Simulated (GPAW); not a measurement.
A self-consistent single point of Bi₃Au (Pm-3m, 4 atoms in the cell) with GPAW.

Method: PBEsol, GPAW PAW datasets PBEsol (made by gpaw-setup) (plane waves; GPAW).

The change in words: lattice scaled by 0.98. Reference geometry:
```yaml
crystal:
  lattice:
    - [4.82641, 0.00000, 0.00000]
    - [0.00000, 4.82641, 0.00000]
    - [0.00000, 0.00000, 4.82641]
  atoms:
    - { symbol: Bi, position: [0.00000, 0.50000, 0.50000] }
    - { symbol: Bi, position: [0.50000, 0.00000, 0.50000] }
    - { symbol: Bi, position: [0.50000, 0.50000, 0.00000] }
    - { symbol: Au, position: [0.00000, 0.00000, 0.00000] }
```

Reference input (self-consistent single point, DFT PBEsol, plane waves, GPAW PAW datasets PBEsol (made by gpaw-setup)): mode = pw; ecut = 550 eV; xc = PBEsol; kpts = 5 5 5; mesh shift (steps) = 0 0 0; occupations.name = fermi-dirac; occupations.width = 0.1 eV; nbands = -10; symmetry.symmorphic = false; symmetry.tolerance = 0.0005; maxiter = 120. This run's input differs from it in these lines:

```diff
@@ -5,8 +5,8 @@
 atoms = Atoms(['Bi', 'Bi', 'Bi', 'Au'],
-              cell=[[4.826410, 0.000000, 0.000000],
-                    [0.000000, 4.826410, 0.000000],
-                    [0.000000, 0.000000, 4.826410]],
-              positions=[[0.000000, 2.413205, 2.413205],
-                         [2.413205, 0.000000, 2.413205],
-                         [2.413205, 2.413205, 0.000000],
+              cell=[[4.729882, 0.000000, 0.000000],
+                    [0.000000, 4.729882, 0.000000],
+                    [0.000000, 0.000000, 4.729882]],
+              positions=[[0.000000, 2.364941, 2.364941],
+                         [2.364941, 0.000000, 2.364941],
+                         [2.364941, 2.364941, 0.000000],
                          [0.000000, 0.000000, 0.000000]],
```

Log, with long lists cut:

```
     iter     time        total  log10-change:
                         energy   eigst   dens
iter:   1 --:--:--   -18.834840
iter:   2 --:--:--   -18.769984   -2.01  -1.64
iter:   3 --:--:--   -18.604425   -1.73  -1.66
iter:   4 --:--:--   -18.542906   -3.09  -1.85
iter:   5 --:--:--   -18.523431   -3.34  -1.89
iter:   6 --:--:--   -18.606949   -2.44  -2.40
iter:   7 --:--:--   -18.575004   -3.81  -2.25
iter:   8 --:--:--   -18.524017   -2.88  -2.33
iter:   9 --:--:--   -18.524112   -4.44  -2.83
iter:  10 --:--:--   -18.521656c  -4.11  -2.90
iter:  11 --:--:--   -18.521443c  -4.69  -3.22
iter:  12 --:--:--   -18.521573c  -5.27  -3.46
iter:  13 --:--:--   -18.521516c  -5.57  -3.35
iter:  14 --:--:--   -18.521388c  -5.91  -3.45
   [... 2 lines left out ...]
iter:  17 --:--:--   -18.521428c  -7.27  -3.42
iter:  18 --:--:--   -18.521468c  -6.26  -3.45
iter:  19 --:--:--   -18.521476c  -6.74  -3.69
iter:  20 --:--:--   -18.521389c  -5.96  -3.83
iter:  21 --:--:--   -18.521398c  -6.91  -4.18c
iter:  22 --:--:--   -18.521398c  -8.30c -4.49c
Converged after 22 iterations.

Dipole moment: (-0.000000, -0.000000, -0.000000) |e|*Ang

Energy contributions relative to reference atoms: (reference = -2270537.344405)

Kinetic:        +40.246998
Potential:      -37.143432
External:        +0.000000
XC:             -17.316265
Entropy (-ST):   -0.077194
Local:           -4.270102
SIC:             +0.000000
--------------------------
Free energy:    -18.559995
Extrapolated:   -18.521398

Showing only first 2 kpts
 Kpt  Band  Eigenvalues  Occupancy
  0    26      6.45424    2.00000
  0    27      9.27836    0.00047
  0    28      9.27836    0.00047
  0    29      9.27836    0.00047

  1    26      7.48891    1.99986
  1    27      8.90417    0.01955
  1    28      8.90417    0.01955
  1    29      9.11805    0.00232

Fermi level: 8.44236

No gap
No difference between direct/indirect transitions
Energy (eV): -18.521398

Forces in eV/Ang:
  0 Bi    0.00000    0.00000    0.00000
  1 Bi    0.00000    0.00000   -0.00000
  2 Bi   -0.00000   -0.00000    0.00000
  3 Au    0.00000    0.00000    0.00000

Stress tensor:
    -0.004548     0.000000     0.000000
     0.000000    -0.004548     0.000000
     0.000000     0.000000    -0.004548
Stress (GPa, Voigt): [-0.7287 -0.7287 -0.7287  0.      0.      0.    ]
```

The run converged in 22 iterations. GPAW prints stress with tension positive. Against the reference run the free energy falls by 12.6 meV/atom and the pressure goes from -3.03 to 0.73 GPa.

The starting cell comes from a database of computed structures (which also holds hypothetical and non-ambient phases and stackings), without a prior relaxation at this level. For this run, on top of that: lattice scaled by 0.98.

Cost on one core of a shared machine: roughly 30 s.
